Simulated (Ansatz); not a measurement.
# PBE-D3(BJ) against r2SCAN+rVV10: MoS2, pressure 75 GPa

Take MoS₂ in the 3R-MoS2 type structure (space group R3m, No. 160; a = 3.153 Å, c = 17.994 Å (hexagonal axes); layered, stacked along the Cartesian z axis) as the base.

(Cell as relaxed with PBE-D3(BJ).)

Levels (all Ansatz, a program for electronic structure, PAW, earlier PAW set): PBE-D3(BJ) (420 eV, without spin-orbit coupling); r2SCAN+rVV10 (500 eV, no spin-orbit coupling).

Each level relaxes its own structure.

| base | PBE-D3(BJ) | r2SCAN+rVV10 |
|---|---|---|
| volume per atom | 17.22 Å³ | 18.03 Å³ |
| lattice parameter a | 3.153 Å | 3.175 Å |
| band gap | 0.77 eV | 1.02 eV |

Now apply this change: cell and atoms relaxed at a pressure of 75 GPa.

```csv
quantity,PBE-D3(BJ),r2SCAN+rVV10
c/a ratio,5.296,…
lattice parameter a,2.828 Å,…
```

Q: What does r2SCAN+rVV10 give?

A: 
- c/a ratio, r2SCAN+rVV10: 5.258
- lattice parameter a, r2SCAN+rVV10: 2.863 Å

PBE-D3(BJ)'s c/a ratio lies 0.0385 above r2SCAN+rVV10's; PBE-D3(BJ)'s lattice parameter a lies 0.0356 Å below r2SCAN+rVV10's (1.2 %). Neither level is exact; r2SCAN+rVV10 is the comparison here, not a measurement.

The mesh was chosen for an insulator and is coarse for the gapless case. Load acts through the strain it causes; cell and atoms are relaxed under it. Whether these cells are dynamically stable was not tested. No other phases were tried under pressure. All final runs are without spin polarisation.
